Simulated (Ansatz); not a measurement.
The reference is VN in the zinc blende structure (space group F-43m, No. 216; a = 4.3846 Å; a model cell, its experimental status unchecked; relaxed with 0.1 eV smearing). Axes: x, y, z lie along the cube axes.

Computed with DFT with PBEsol, PAW potentials and a 420 eV plane-wave cutoff in Ansatz (an electronic-structure program), no SOC.

One thing is altered: the cell is compressed by 4.34 % along y with no lateral relaxation; the atoms relax in the strained cell.

Task: Predict the stress tensor and what it implies for the stiffness.

Result: Stress of the strained cell less that of the base (GPa, compression positive):
```
   10.4     0.0     0.0
    0.0    15.5     0.0
    0.0     0.0    10.4
```

Then −Δσ_ii/ε with ε = -0.0434 gives secant stiffness values (nonlinear terms included at this strain): C22 ≈ 356 GPa, C12 ≈ 240 GPa and C23 ≈ 240 GPa.

As a check, the harmonic strain energy −½ V₀ Δσ:ε is 22 meV/atom; the computed energy rise is 22 meV/atom.

No phonon test of stability was made. The final runs are not spin-polarised.
